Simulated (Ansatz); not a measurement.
Here is the system:

```yaml
crystal:
  lattice:
    - [0.00000, 2.78634, 2.78634]
    - [2.78634, 0.00000, 2.78634]
    - [2.78634, 2.78634, 0.00000]
  atoms:
    - { symbol: As, position: [0.75000, 0.75000, 0.75000] }
    - { symbol: Al, position: [0.00000, 0.00000, 0.00000] }
```

No spin polarisation.

The values are results of PBEsol (Ansatz, an electronic-structure program; PAW; 420 eV plane waves; scalar-relativistic without spin-orbit coupling), earlier PAW set, not measurements. Γ-centred 10×10×10 mesh, Fermi–Dirac width 0.05 eV.

**Question.** Predict the hole mass and band gap.

**Answer.** 
* **Hole mass (degenerate bands, along [100])**: 0.13, 0.46, 0.46 mₑ (at Γ)
* **Band gap**: 1.25 eV

The cells carry an imposed strain or load. Effective masses come from finite differences of ±0.01 Å⁻¹. No phonon test of stability was made. The cell was made from AlAs in the zinc blende structure (space group F-43m, No. 216) by this change: isotropic strain −1.79 %.
